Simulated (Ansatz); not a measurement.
The starting structures come from a database of crystals and need not be the phases stable at ambient conditions.

The decay constant κ of evanescent states in the gap governs leakage through a thin film.

Consider the following.

```xyz
4
Lattice="4.1399 0.0000 0.0000 -2.0699 3.5852 0.0000 0.0000 0.0000 6.6933" Properties=species:S:1:pos:R:3 pbc="T T T"
Li     2.0699     1.1951     5.8692
Li     0.0000     2.3902     2.5226
Br     2.0699     1.1951     3.3341
Br     0.0000     2.3902     6.6807
```

Space group of this cell: P6_3mc, wurtzite. The cell is taken as given.

Transport runs along the normal of the first two printed cell vectors, the (001) plane of the conventional cell.

The gap is the functional's own, uncorrected, and κ follows it; spin-orbit coupling is left out. Mid-gap values are interpolated between the computed energies.

Q: Give the band gap and the smallest decay constant κ at mid-gap that PBEsol in Ansatz (a first-principles code) yields.

A: Gap 4.82 eV on a 12×12×6 mesh; κ = 0.342 1/Å, at the zone centre.
